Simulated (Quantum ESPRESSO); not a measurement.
A user runs Quantum ESPRESSO on TiC (Fm-3m, 2 atoms in the cell) and asks whether the run is sound. The aim is a self-consistent single point with DFT, LDA (PZ), plane waves, PSlibrary PAW (LDA) pseudopotentials.

Cell that was meant: a = 3.1103 Å, b = 3.1103 Å, c = 3.1103 Å, α = 60.00°, β = 60.00°, γ = 60.00°.

Part of the input:

```fortran
ATOMIC_POSITIONS {bohr}
Ti    0.000000000    0.000000000    0.000000000
C     4.156053879    4.156053879    4.156053879
K_POINTS {gamma}
CELL_PARAMETERS {angstrom}
   0.000000000     2.199289000     2.199289000
   2.199289000     0.000000000     2.199289000
```

Output, abridged:

```
     file Ti.pz-spn-kjpaw_psl.1.0.0.UPF: wavefunction(s)  3S 3P 3D renormalized
   [... lines left out ...]

     number of k points=     1  Methfessel-Paxton smearing, width (Ry)=  0.0073
                       cart. coord. in units 2pi/alat
        k(    1) = (   0.0000000   0.0000000   0.0000000), wk =   2.0000000

     Dense  grid:    20525 G-vectors     FFT dimensions: (  50,  50,  50)

     Smooth grid:     4593 G-vectors     FFT dimensions: (  30,  30,  30)

     Initial potential from superposition of free atoms

     starting charge      15.9987, renormalised to      16.0000
     Self-consistent Calculation

     iteration #  1     ecut=    60.00 Ry     beta= 0.70

     total energy              =    -193.98314768 Ry
     estimated scf accuracy    <       3.73708363 Ry

     iteration #  2     ecut=    60.00 Ry     beta= 0.70

     total energy              =    -196.75471777 Ry
     estimated scf accuracy    <      17.43399416 Ry

     iteration #  3     ecut=    60.00 Ry     beta= 0.70

     total energy              =    -196.57779505 Ry
     estimated scf accuracy    <       5.37939309 Ry

   [... 60 blocks of this kind left out ...]

     iteration # 64     ecut=    60.00 Ry     beta= 0.70

     total energy              =    -196.50666517 Ry
     estimated scf accuracy    <          1.3E-09 Ry

     iteration # 65     ecut=    60.00 Ry     beta= 0.70
     End of self-consistent calculation

     the Fermi energy is    15.4869 ev

!    total energy              =    -196.50666517 Ry
     estimated scf accuracy    <          8.3E-10 Ry
     smearing contrib. (-TS)   =      -0.01238235 Ry
     internal energy E=F+TS    =    -196.49428281 Ry

     convergence has been achieved in  65 iterations

     Forces acting on atoms (cartesian axes, Ry/au):

     atom    1 type  1   force =     0.00000000    0.00000000   -0.00000000
     atom    2 type  2   force =    -0.00000000   -0.00000000    0.00000000

     Total force =     0.000000     Total SCF correction =     0.000021

          total   stress  (Ry/bohr**3)                   (kbar)     P=     1007.55
   0.00684920  -0.00000000   0.00000000         1007.55       -0.00        0.00
  -0.00000000   0.00684920   0.00000000           -0.00     1007.55        0.00
   0.00000000   0.00000000   0.00684920            0.00        0.00     1007.55

   JOB DONE.
```

**Question.** Can these results be used? Check the input.

**Answer.** The run is not sound. The fault is a single k-point for a small metallic cell. One k-point cannot sample the Fermi surface of a small cell. To fix it, use a converged k-point mesh. The run converged in 65 iterations without an error; against the sound input the free energy goes up by 9.72 eV/atom and the pressure goes from -21.45 to 100.8 GPa.

An input that runs soundly differs in these lines (not the only fix; some lines may just follow from the change or write a value another way):
```diff
-K_POINTS {gamma}
+K_POINTS {automatic}
+9 9 9  0 0 0
```

With that input, the run converged in 15 iterations: free energy E − TS -2693.0591 eV; Fermi level (on the code's own zero) 13.61 eV; pressure -21.45 GPa (DFT, LDA (PZ), plane waves, PSlibrary PAW (LDA) pseudopotentials).

On the sound input: the starting cell comes from a database of computed structures (which also holds hypothetical and non-ambient phases and stackings), without a prior relaxation at this level. Its lattice was rescaled by a random factor within 2.5 % of one. Spin polarisation is off. With a pressure of about -21 GPa the cell is away from its equilibrium volume at this level.
